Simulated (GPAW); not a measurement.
Worked example: self-consistent single point of BaSr3 (Fm-3m, 4 atoms in the cell) in GPAW.

Computed with PBEsol, GPAW PAW datasets PBEsol (made by gpaw-setup) (plane waves; GPAW).

The change in words: lattice scaled by 0.98. Reference geometry:
```xyz
4
Lattice="0.0000 4.8336 4.8336 4.8336 0.0000 4.8336 4.8336 4.8336 0.0000" Properties=species:S:1:pos:R:3 pbc="T T T"
Ba     0.0000     0.0000     0.0000
Sr     2.4168     2.4168     2.4168
Sr     7.2504     7.2504     7.2504
Sr     4.8336     4.8336     4.8336
```

Reference input (self-consistent single point, DFT PBEsol, plane waves, GPAW PAW datasets PBEsol (made by gpaw-setup)): mode = pw; ecut = 550 eV; xc = PBEsol; kpts = 8 8 8; mesh shift (steps) = 0 0 0; occupations.name = fermi-dirac; occupations.width = 0.1 eV; nbands = -12; symmetry.symmorphic = false; symmetry.tolerance = 0.0005; maxiter = 150. This run's input differs from it in these lines:

```diff
@@ -5,5 +5,5 @@
 atoms = Atoms(['Ba', 'Sr', 'Sr', 'Sr'],
-              cell=[[0.000000, 4.833592, 4.833592],
-                    [4.833592, 0.000000, 4.833592],
-                    [4.833592, 4.833592, 0.000000]],
+              cell=[[0.000000, 4.736920, 4.736920],
+                    [4.736920, 0.000000, 4.736920],
+                    [4.736920, 4.736920, 0.000000]],
               scaled_positions=[[0.000000, 0.000000, 0.000000],
```

Log, with long lists cut:

```
     iter     time        total  log10-change:
                         energy   eigst   dens
iter:   1 --:--:--    -7.208174
iter:   2 --:--:--    -7.800520   -0.87  -1.49
iter:   3 --:--:--    -7.846388   -1.52  -1.51
iter:   4 --:--:--    -7.713601   -2.01  -1.57
iter:   5 --:--:--    -7.720326   -2.96  -2.00
iter:   6 --:--:--    -7.725211c  -3.19  -2.08
iter:   7 --:--:--    -7.723726c  -3.99  -2.36
iter:   8 --:--:--    -7.721798c  -4.25  -2.56
iter:   9 --:--:--    -7.721985c  -4.70  -2.82
iter:  10 --:--:--    -7.721993c  -5.73  -3.54
iter:  11 --:--:--    -7.721942c  -6.12  -3.36
iter:  12 --:--:--    -7.721933c  -6.23  -3.87
iter:  13 --:--:--    -7.721933c  -7.42c -4.26c
Converged after 13 iterations.

Dipole moment: (0.000000, 0.000000, 0.000000) |e|*Ang

Energy contributions relative to reference atoms: (reference = -480524.484962)

Kinetic:         -1.146391
Potential:       +8.894734
External:        +0.000000
XC:             -14.853604
Entropy (-ST):   -0.179758
Local:           -0.526794
SIC:             +0.000000
--------------------------
Free energy:     -7.811812
Extrapolated:    -7.721933

Showing only first 2 kpts
 Kpt  Band  Eigenvalues  Occupancy
  0    18      3.94643    1.91244
  0    19      4.43132    0.29230
  0    20      4.43132    0.29230
  0    21      4.43132    0.29230

  1    18      4.03749    1.79562
  1    19      4.14271    1.50834
  1    20      4.49080    0.17256
  1    21      4.49080    0.17256

Fermi level: 4.25481

No gap
No difference between direct/indirect transitions
Energy (eV): -7.721933

Forces in eV/Ang:
  0 Ba   -0.00000    0.00000    0.00000
  1 Sr    0.00000    0.00000    0.00000
  2 Sr    0.00000    0.00000    0.00000
  3 Sr   -0.00000    0.00000   -0.00000

Stress tensor:
    -0.000259    -0.000000     0.000000
    -0.000000    -0.000259     0.000000
     0.000000     0.000000    -0.000259
Stress (GPa, Voigt): [-0.0414 -0.0414 -0.0414  0.      0.     -0.    ]
```

The run converged in 13 iterations. GPAW prints stress with tension positive. Against the reference run the free energy drops by 5.3 meV/atom and the pressure goes from -0.60 to 0.04 GPa.

The starting cell comes from a database of computed structures (which also holds hypothetical and non-ambient phases and stackings), without a prior relaxation at this level. Its lattice was rescaled by a random factor within 2.5 % of one. For this run, on top of that: lattice scaled by 0.98.

Cost on one core of a shared machine: roughly 60 s.
